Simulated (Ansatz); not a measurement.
Given:

```yaml
crystal:
  lattice:
    - [2.72971, 0.00000, 0.00000]
    - [-1.36486, 2.36400, 0.00000]
    - [0.00000, 0.00000, 4.30605]
  atoms:
    - { symbol: Os, position: [0.33333, 0.66667, 0.25000] }
    - { symbol: Os, position: [0.66667, 0.33333, 0.75000] }
```

Level of theory: PBEsol, DFPT electron-phonon coupling, linearised Boltzmann equation (plane waves, PAW, scalar-relativistic; Ansatz, an electronic-structure program). How the cell was made: relaxed with this functional, without spin-orbit coupling.

Q: Predict the intrinsic resistivity at 300 K.

A: 8.0 (x), 8.0 (y), 5.4 (z) μΩ·cm.

Q: How long is the mean free path there?

A: 8.7 nm, weighted by the current that each state carries. Wires not much wider than this gain resistivity from their walls.

A metal at this level (no band gap). Only scattering by harmonic phonons is included (no impurities, grain boundaries, electron-electron scattering or thermal expansion). Spin-orbit coupling is left out, which matters with elements this heavy. Halving the electron mesh (28x28x16) moves the resistivity by up to 2 % at 300 K, the mean free path by up to 3 %. Smearing 0.20 eV; phonons on a 6x6x3 q mesh, which this run doesn't test.
